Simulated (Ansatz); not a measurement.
The reference is GaAs in the wurtzite structure (space group P6_3mc, No. 186; a = 3.9877 Å, c = 6.5760 Å; a cell from a computed database, its experimental status unchecked). Axes: x lies along a and z along c of the hexagonal cell.

It is then changed as follows: uniaxial stress, 3 GPa compression along z, with the cell and atoms free to relax against it.

Levels (all Ansatz, a program for electronic structure, PAW): PBEsol (420 eV, no SOC); r2SCAN (500 eV, no spin-orbit coupling); HSE06 (420 eV, no SOC).

At the geometry relaxed with PBEsol, these levels gave the following band gaps, in shuffled order: (a) 0.46 eV, (b) 0.90 eV, (c) 1.25 eV.

Question: Match each gap to its level.

Answer: (a) PBEsol; (b) r2SCAN; (c) HSE06.

Single points use the geometry relaxed with PBEsol. Load acts through the strain it causes; cell and atoms are relaxed under it. Beyond what the load breaks, stability against distortions was not tested. This is not the structure that GaAs has at room temperature and ambient pressure.
